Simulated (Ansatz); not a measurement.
Structure of amorphous As₄₈ (periodic cell):

```yaml
crystal:
  lattice:
    - [10.34154, -0.40982, -0.55342]
    - [-0.40982, 10.21940, -0.68878]
    - [-0.55342, -0.68878, 10.13065]
  atoms:
    - { symbol: As, position: [0.04990, 0.22803, 0.56775] }
    - { symbol: As, position: [0.25696, 0.90787, 0.33942] }
    - { symbol: As, position: [0.35693, 0.73825, 0.86695] }
    - { symbol: As, position: [0.24578, 0.04710, 0.56717] }
    - { symbol: As, position: [0.56670, 0.69923, 0.02418] }
    - { symbol: As, position: [0.09927, 0.91464, 0.86344] }
    - { symbol: As, position: [0.00027, 0.89219, 0.54909] }
    - { symbol: As, position: [0.84958, 0.51844, 0.81030] }
    - { symbol: As, position: [0.59164, 0.91306, 0.18953] }
    - { symbol: As, position: [0.20442, 0.75847, 0.55596] }
    - { symbol: As, position: [0.52334, 0.02627, 0.85472] }
    - { symbol: As, position: [0.23934, 0.35488, 0.21468] }
    - { symbol: As, position: [0.99025, 0.34280, 0.25852] }
    - { symbol: As, position: [0.74016, 0.31141, 0.45598] }
    - { symbol: As, position: [0.44952, 0.59447, 0.19593] }
    - { symbol: As, position: [0.86606, 0.67312, 0.55346] }
    - { symbol: As, position: [0.05635, 0.99470, 0.23013] }
    - { symbol: As, position: [0.50493, 0.35708, 0.19517] }
    - { symbol: As, position: [0.77040, 0.25694, 0.05829] }
    - { symbol: As, position: [0.24386, 0.74931, 0.07859] }
    - { symbol: As, position: [0.34325, 0.50259, 0.73317] }
    - { symbol: As, position: [0.90196, 0.02344, 0.77933] }
    - { symbol: As, position: [0.78432, 0.49804, 0.03995] }
    - { symbol: As, position: [0.46351, 0.92420, 0.61562] }
    - { symbol: As, position: [0.67903, 0.79501, 0.66315] }
    - { symbol: As, position: [0.28980, 0.19545, 0.85502] }
    - { symbol: As, position: [0.56089, 0.77323, 0.36726] }
    - { symbol: As, position: [0.17205, 0.51566, 0.04015] }
    - { symbol: As, position: [0.83337, 0.28622, 0.69109] }
    - { symbol: As, position: [0.46029, 0.27876, 0.59662] }
    - { symbol: As, position: [0.58067, 0.09805, 0.47186] }
    - { symbol: As, position: [0.25393, 0.52567, 0.49187] }
    - { symbol: As, position: [0.00342, 0.81209, 0.04391] }
    - { symbol: As, position: [0.62689, 0.24896, 0.83355] }
    - { symbol: As, position: [0.73244, 0.91299, 0.89900] }
    - { symbol: As, position: [0.99488, 0.56519, 0.18665] }
    - { symbol: As, position: [0.57659, 0.46697, 0.50562] }
    - { symbol: As, position: [0.09538, 0.68495, 0.74296] }
    - { symbol: As, position: [0.25921, 0.24266, 0.43617] }
    - { symbol: As, position: [0.01230, 0.45217, 0.49399] }
    - { symbol: As, position: [0.14071, 0.36415, 0.78716] }
    - { symbol: As, position: [0.86309, 0.94140, 0.34779] }
    - { symbol: As, position: [0.41756, 0.07226, 0.26172] }
    - { symbol: As, position: [0.45953, 0.37884, 0.95396] }
    - { symbol: As, position: [0.97788, 0.22518, 0.94644] }
    - { symbol: As, position: [0.77969, 0.70213, 0.31251] }
    - { symbol: As, position: [0.18778, 0.14164, 0.05759] }
    - { symbol: As, position: [0.62214, 0.57986, 0.74286] }
```

Computed with PBE-D3(BJ), scalar-relativistic without spin-orbit coupling (plane waves to 420 eV, PAW; Ansatz, a quantum-chemistry and plane-wave program). Neutral PBE cell, which sets geometry, pressure and energy: sampling: a 2×2×2 Γ-centred mesh; Fermi-Dirac width 0.05 eV; no spin polarisation.

Preparation: random packing, a CHGNet melt and quench, and a DFT relaxation. The hot cell started wider than the set density and was brought back towards it in steps. It is the lowest in DFT energy of 3 quenches. It is a model cell: composition and starting density were chosen by hand, and all elements were melted together. The geometry includes D3(BJ) dispersion. Its density started from a set value of 4.61 and ended at 5.63 g/cm³. Cooling (nominally 53 K/ps over its main leg) ran many orders faster than in experiment, which tends to leave more defects and strain. A cell of this size samples the disorder only roughly. Volume and shape were free in the relaxation.

Q: Give the pressure, the energy against reference phases and the spacing of the highest filled and lowest empty levels.

A: 
```yaml
Pressure on a 2×2×2 Γ-centred mesh: 0.72 GPa
Largest force and stress component on that mesh (the relaxation ran on one k-point at (1/4, 1/4, 1/4)): 0.51 eV/Å and 1.1 GPa
Energy relative to rhombohedral As (lowest mix at this level among the phases computed, not always the ambient ones): 0.221 eV/atom
Gap on a 2×2×2 Γ-centred mesh (PBE): within the smearing (under twice its width)
```

The levels at the Fermi energy are partly filled. A closed spacing in one fast-quenched cell at PBE doesn't show the material to be a metal.

Bonds are counted up to As-As 2.76 Å.
